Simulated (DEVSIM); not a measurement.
Device: Si p-n junction from an implanted or diffused profile, at 300 K.

Layer 1 from the left is Si, thickness (μm) 38.0, Nd (cm⁻³) 1e15, τn (s) 0.00036, τp (s) 0.00036.

Added acceptor profile: 7e16 cm⁻³ × exp(−(x − 0 μm)²/(2·(0.097 μm)²)). Left contact: ohmic. Right contact: ohmic. Voltage is applied to the left contact. Recombination: SRH at mid-gap, Auger. Mobility is μmin + (μ − μmin)/(1 + (N/Nref)^α).

Constants are typed, rounded textbook-type inputs, not results; the design itself was drawn at random and stands for no fabricated device. Values at 300 K.

Si: gap (eV) 1.124, affinity (eV) 4.05, permittivity 11.7, Nc (cm⁻³) 2.86e19, Nv (cm⁻³) 3.1e19, μn (cm²/Vs) 1417, μp (cm²/Vs) 470, μn,min 52, μp,min 45, Nref,n 9.7e16, Nref,p 2.2e17, αn 0.68, αp 0.72, Cn (cm⁶/s) 2.8e-31, Cp (cm⁶/s) 9.9e-32.

DEVSIM, 1D drift-diffusion, Boltzmann statistics, complete ionisation; no tunnelling, impact ionisation, image-force lowering or self-heating.

Question: What does the simulation give for the potential step across the device at zero bias, the dark forward voltage at 1 A/cm², the dark forward voltage at 100 A/cm²?

Answer: potential step across the device at zero bias 0.701 V; dark forward voltage at 1 A/cm² 0.565 V; dark forward voltage at 100 A/cm² 1.061 V.
